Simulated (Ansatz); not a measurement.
Ti3AlN, response to strain

The parent structure is Ti3AlN in the anti-perovskite structure (space group Pm-3m, No. 221; a cell from a computed database, its experimental status unchecked).

```xyz
5
Lattice="4.0861 0.0000 0.0000 0.0000 4.0861 0.0000 0.0000 0.0000 4.0861" Properties=species:S:1:pos:R:3 pbc="T T T"
Ti     2.0430     0.0000     2.0430
Ti     0.0000     2.0430     2.0430
Ti     2.0430     2.0430     0.0000
Al     0.0000     0.0000     0.0000
N      2.0430     2.0430     2.0430
```

Cartesian axes are those of the cell as printed.

Strains are applied to the cell and any free atomic positions relax; under biaxial strain the out-of-plane vector relaxes too.

Method: PBEsol in Ansatz (plane waves to 420 eV, PAW, no spin-orbit coupling).

Notes on the quantities. energy relative to the base: free energy F; pressure: mean of the normal stresses, compression positive.

```csv
change,energy relative to the base,shortest interatomic distance,pressure
base,0 meV/atom,2.043 Å,0.0 GPa
"biaxial strain +0.72 %, plane normal [001], relaxed out of plane",+0.8 meV/atom,2.025 Å,-0.9 GPa
isotropic strain −0.48 %,+1.6 meV/atom,2.033 Å,2.6 GPa
uniaxial strain ε_zz = −1.65 %,+2.8 meV/atom,2.009 Å,3.0 GPa
tensor shear ε_xz = +2.98 %,+9.6 meV/atom,2.043 Å,0.3 GPa
```

Without a gap, meshes like the base's 11×11×11 leave anisotropic stresses uncertain by several tenths of a GPa, and small strain energies with them. Whether these cells are dynamically stable was not tested. All final runs are without spin polarisation.

Ansatz is a first-principles code.
